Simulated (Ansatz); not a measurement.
Data:

```
CELL_PARAMETERS angstrom
      3.44219     0.00000     0.00000
      0.00000     3.44219     0.00000
      1.72110    -1.72110     2.39900
ATOMIC_POSITIONS crystal
  Y  0.00000 0.00000 0.00000
  N  0.50000 0.50000 0.00000
```

No spin polarisation.

Computed with DFT with LDA, PAW potentials and a 420 eV plane-wave cutoff in Ansatz (a program for electronic structure), no SOC. Settings: 12×12×12 k-points, 0.05 eV Fermi–Dirac smearing.

Problem. What is the computed band gap?

Solution. Zero.

Problem. What is the computed pressure (mean of the normal stresses, compression positive)?

Solution. -2.6 GPa.

Problem. Estimate the space group.

Solution. I4/mmm (No. 139).

A case with no gap was solved on a k-mesh chosen for an insulator, which is coarse for it. The cells carry an imposed strain or load. Whether these cells are dynamically stable was not tested. The final runs are not spin-polarised. The cell was made from YN in the rock salt structure (space group Fm-3m, No. 225) by this change: biaxial strain +1.00 %, plane normal [001], relaxed out of plane. A zero or small gap of YN can be the functional's error rather than a property of the material.
